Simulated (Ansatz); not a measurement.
Worked example: self-consistent single point of Sr₂H₃NO₆ (P-62m, 12 atoms in the cell) in Ansatz (an electronic-structure program).

Level of theory: PBEsol, default PAW files made with PBE (plane waves; Ansatz).

The change in words: lattice scaled by 1.015. Reference geometry:
```xyz
12
Lattice="6.6057 0.0000 0.0000 -3.3028 5.7207 0.0000 0.0000 0.0000 3.5596" Properties=species:S:1:pos:R:3 pbc="T T T"
Sr     3.3028     1.9069     0.0000
Sr     0.0000     3.8138     0.0000
O     -0.6275     1.0869     0.0000
O      1.2551     0.0000     0.0000
O      2.6753     4.6338     0.0000
N      0.0000     0.0000     0.0000
O      1.4968     2.5926     1.7798
O     -1.8060     3.1281     1.7798
O      3.6120     0.0000     1.7798
H      1.0870     1.8827     1.7798
H     -2.2159     3.8380     1.7798
H      4.4318     0.0000     1.7798
```

Reference input (self-consistent single point, DFT, PBEsol, plane waves, default PAW files made with PBE): basis.ecutwfc = 420 eV; kpoints.mp_grid.grid = 6 6 9; hamiltonian.xc = pbesol; hamiltonian.pseudopotentials = {kind: paw} (the program's default PAW files); scf.occupations.method = gaussian; scf.occupations.width = 0.1 eV. This run's input differs from it in these lines:

```diff
@@ -3,5 +3,5 @@
   lattice:
-    - [6.605681, 0.000000, 0.000000]
-    - [-3.302841, 5.720688, 0.000000]
-    - [0.000000, 0.000000, 3.559568]
+    - [6.704766, 0.000000, 0.000000]
+    - [-3.352384, 5.806498, 0.000000]
+    - [0.000000, 0.000000, 3.612962]
   atoms:
```

Output (repeated stretches shortened):

```
SCF iter   1: F=—  HF=-10777.255486 eV  |F-HF|=—  |Δ(HF+E_count)|=         —  Δρ=1.00e-2  dr2=1.08e-1  ethr=1.77e-3  ⟨swp⟩=8.5  Hψ=8338  notcnv=0  defer=78
all-band conjugate gradients solve this SCF's bands
preconditioner: auto → Resta (q_TF=auto, 2.393 Å⁻¹)
SCF iter   2: F=—  HF=-10777.218992 eV  |F-HF|=—  |Δ(HF+E_count)|=   3.65e-2  Δρ=2.87e-3  dr2=6.96e-3  ethr=1.69e-4  ⟨swp⟩=2.0  Hψ=2900  notcnv=0  defer=171
   [... lines left out ...]
SCF iter   5: F=—  HF=-10777.217724 eV  |F-HF|=—  |Δ(HF+E_count)|=   5.37e-5  Δρ=8.61e-5  dr2=1.01e-5  ethr=1.82e-7  ⟨swp⟩=2.0  Hψ=2274  notcnv=0  defer=171
SCF iter   6: F=—  HF=-10777.217756 eV  |F-HF|=—  |Δ(HF+E_count)|=   3.17e-5  Δρ=7.14e-5  dr2=5.63e-6  ethr=1.58e-8  ⟨swp⟩=2.0  Hψ=2392  notcnv=0  defer=171
SCF iter   7: F=—  HF=-10777.217755 eV  |F-HF|=—  |Δ(HF+E_count)|=   1.12e-6  Δρ=1.27e-5  dr2=2.18e-7  ethr=8.79e-9  ⟨swp⟩=2.0  Hψ=2386  notcnv=0  defer=171
SCF iter   8: F=-10777.217755 eV  HF=-10777.217755 eV  |F-HF|=1.24e-8  |Δ(HF+E_count)|=   1.46e-7  Δρ=3.74e-6  dr2=2.17e-8  ethr=1.56e-10  ⟨swp⟩=13.8  Hψ=8590  notcnv=0
SCF 1 converged in 8 iterations: F = -10777.217755 eV  dr2 = 2.17e-8
Free energy (F): -10777.217755 eV
Internal energy: -10777.217755 eV  (E = F + TS)
E sigma→0 (E₀):  -10777.217755 eV
Fermi energy:    5.280709 eV
--- Forces (eV/Å), atoms counted from 1 ---
  atom   1  Sr     0.00000000    -0.00000000     0.00000000
  atom   2  Sr    -0.00000000     0.00000000     0.00000000
  atom   3  O      0.52957268    -0.91724661     0.00000000
  atom   4  O     -1.05914521    -0.00000009     0.00000000
  atom   5  O      0.52957252     0.91724670     0.00000000
  atom   6  N      0.00000000    -0.00000000     0.00000000
  atom   7  O      5.63101441     9.75320499     0.00000000
  atom   8  O      5.63101609    -9.75320402     0.00000000
  atom   9  O    -11.26203050    -0.00000097     0.00000000
   [... lines left out ...]
  atom  12  H     11.30648093     0.00000097     0.00000000
--- Stress (GPa, compression-positive) ---
       10.225582       0.000000       0.000000
        0.000000      10.225582       0.000000
        0.000000       0.000000      -3.379492
  P = ⅓ Tr σ = 5.6906 GPa (56.906 kbar)
  The stress holds the Pulay correction. Without it, at fixed plane waves, as pw.x and ABINIT print it: P = 4.9863 GPa
```

The run converged in 8 iterations. Against the reference run the free energy drops by 26.5 meV/atom, the pressure goes from 11.07 to 5.69 GPa, the largest force goes from 12.855 to 11.31 eV/Å and the gap on the mesh goes from 3.201 to 3.065 eV.

The starting cell comes from a database of published, mostly measured structures (it also holds non-ambient and calculated ones), without a prior relaxation at this level. Its lattice was rescaled by a random factor within 2.5 % of one. For this run, on top of that: lattice scaled by 1.015. Forces in this geometry exceed 1 eV/Å. Ansatz's pressure includes its estimate of the finite-basis (Pulay) stress. Without the estimate this run gives 4.99 GPa.

Keys are those of Ansatz 0.2.
